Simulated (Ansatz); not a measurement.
Take GaN in the zinc blende structure (space group F-43m, No. 216; a = 4.498 Å) as the base. Axes: x, y, z lie along the cube axes.

It is then changed as follows: tensile biaxial strain of 2.50 % in the plane normal to [111], as in epitaxy on a mismatched substrate; the out-of-plane cell vector and the atoms relax.

Calculations: r2SCAN/PAW in Ansatz (a first-principles code), without spin-orbit coupling.

Q: Give the band edges at the high-symmetry points of the new zone, measured from its valence-band maximum.

A: 
| point | valence edge (eV) | conduction edge (eV) |
|---|---|---|
| Γ | 0.00 | 1.74 |
| T | -1.24 | 4.49 |
| H₂ | -3.66 | 6.48 |
| H₀ | -3.66 | 6.48 |
| L | -0.96 | 4.91 |
| S₀ | -2.15 | 5.37 |
| S₂ | -2.15 | 5.37 |
| F | -2.63 | 3.59 |

The gap is 1.74 eV, direct at Γ.

Stability against distortions was not tested. This is not the structure that GaN has at room temperature and ambient pressure. k-point labels follow each cell's own Brillouin zone.
